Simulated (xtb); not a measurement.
xtb 6.7.1, GFN2-xTB: C[Si](C)(C)C#C[Si](O)(O)O, 22 atoms. The geometry is a generated start, not checked to be a minimum at this level.

```json
{
 "run_flags": "--grad",
 "method": "GFN2-xTB",
 "--acc": "1 (default)",
 "--etemp (K)": "300 (default)",
 "basis_functions": "64",
 "valence_electrons": "58"
}
```

```xyz
22

Si    -1.4665     0.4446    -0.3427
C     -1.4592     1.4119    -1.9866
C     -2.5639    -1.1081    -0.4872
C     -2.0641     1.5512     1.0911
C      0.2749    -0.0919     0.0298
C      1.4053    -0.4304     0.2966
Si     3.1426    -0.9531     0.7082
O      3.1202    -2.2327     1.7121
O      3.9412     0.2566     1.4429
O      3.9426    -1.3611    -0.6481
H     -0.8068     2.2780    -1.9272
H     -2.4524     1.7649    -2.2488
H     -1.1050     0.7905    -2.8033
H     -2.2229    -1.7562    -1.2886
H     -2.5470    -1.6871     0.4314
H     -3.5984    -0.8474    -0.6934
H     -2.0405     1.0128     2.0340
H     -3.0823     1.8948     0.9348
H     -1.4338     2.4281     1.2000
H      2.9092    -3.0931     1.3648
H      3.7889     0.4028     2.3712
H      4.3177    -0.6750    -1.1909
```

One run each on 1 thread. Values of broydamp tried: 0.02, 0.05, 0.1, 0.2, 0.4 (default), 0.6, 0.8, 1.

**Question.** How does the count of SCC iterations change with broydamp, and where is it least?

**Answer.** Fewest SCC iterations, within one of each other: 0.4 (default) with 13, 0.6 with 13, 0.8 with 14. The count rises to 21 at 0.02. All converge to one solution.

```
broydamp       SCC iterations            end
-------------  --------------  -------------
0.02                       21  same solution
0.05                       19  same solution
0.1                        17  same solution
0.2                        15  same solution
0.4 (default)              13  same solution
0.6                        13  same solution
0.8                        14  same solution
1                          16  same solution
```
